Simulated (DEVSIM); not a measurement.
Device: W/SiO2/n-Si capacitor, at 300 K.

```tsv
layer (left to right)	material	thickness (nm)	Nd (cm⁻³)
1	SiO2	16.0	-
2	Si	4400	1.7e16
```

Metal gate on the left, work function 4.6 eV. Fixed charge at the semiconductor interface 0 cm⁻² (in units of +e); no interface traps.

The device is made up for the run: typed textbook-type constants, with dimensions and the other settings drawn at random. Values at 300 K.

```
parameter      SiO2       Si
-------------  ----  -------
gap (eV)          9    1.124
affinity (eV)   0.9     4.05
permittivity    3.9     11.7
Nc (cm⁻³)         -  2.86e19
Nv (cm⁻³)         -   3.1e19
```

Simulated with DEVSIM: 1D Poisson equation in equilibrium, Boltzmann statistics, complete ionisation; no quantum confinement or tunnelling. Metal contacts follow the ideal Schottky-Mott rule: no Fermi-level pinning, no interface dipoles.

The gate work function was swept, all else fixed.

```tsv
gate work function (eV)	threshold voltage (band bending 2φF) (V)	flat-band voltage (V)
4.3	-0.98	0.06
4.45	-0.83	0.21
4.6	-0.68	0.36
4.75	-0.53	0.51
4.9	-0.38	0.66
```

From the first row to the last the threshold voltage (band bending 2φF) goes from -0.98 to -0.38. From the first row to the last the flat-band voltage goes from 0.06 to 0.66.
